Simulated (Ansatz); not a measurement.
```yaml
crystal:
  lattice:
    - [14.00000, 0.00000, 0.00000]
    - [0.00000, 14.00000, 0.00000]
    - [0.00000, 0.00000, 5.40926]
  atoms:
    - { symbol: Mg, position: [0.41873, 0.41873, 0.00000] }
    - { symbol: Te, position: [0.37913, 0.37913, 0.50000] }
    - { symbol: Te, position: [0.37913, 0.62087, 0.00000] }
    - { symbol: Mg, position: [0.41873, 0.58127, 0.50000] }
    - { symbol: Te, position: [0.62087, 0.37913, 0.00000] }
    - { symbol: Mg, position: [0.58127, 0.41873, 0.50000] }
    - { symbol: Mg, position: [0.58127, 0.58127, 0.00000] }
    - { symbol: Te, position: [0.62087, 0.62087, 0.50000] }
```

These are PBE (plane waves to 420 eV, PAW; Ansatz, an electronic-structure program) values and carry that method's errors. Mesh 1×1×54. No spin polarisation. It repeats along c; a and b span vacuum. A hypothetical model. Symmetry and one short period hold its shape; lower forms weren't sought. Values not marked SOC lack spin–orbit coupling. On relaxing, bonds broke or formed, so the name tells the start alone.

Task: Tabulate the two highest filled and two lowest empty levels along the axis, from the valence top.

Result: 
```tsv
k (2π/c)	v2 (eV)	v1 (eV)	c1 (eV)	c2 (eV)
0.000	-0.76	0.00	2.14	2.38
0.042	-0.75	-0.01	2.14	2.40
0.083	-0.70	-0.05	2.15	2.49
0.125	-0.63	-0.10	2.18	2.64
0.167	-0.57	-0.18	2.24	2.84
0.208	-0.51	-0.28	2.32	3.10
0.250	-0.46	-0.39	2.45	3.39
0.292	-0.43	-0.43	2.62	3.63
0.333	-0.41	-0.41	2.80	3.64
0.375	-0.41	-0.41	3.00	3.62
0.417	-0.41	-0.41	3.17	3.58
0.458	-0.41	-0.41	3.31	3.52
0.500	-0.41	-0.41	3.43	3.43
```
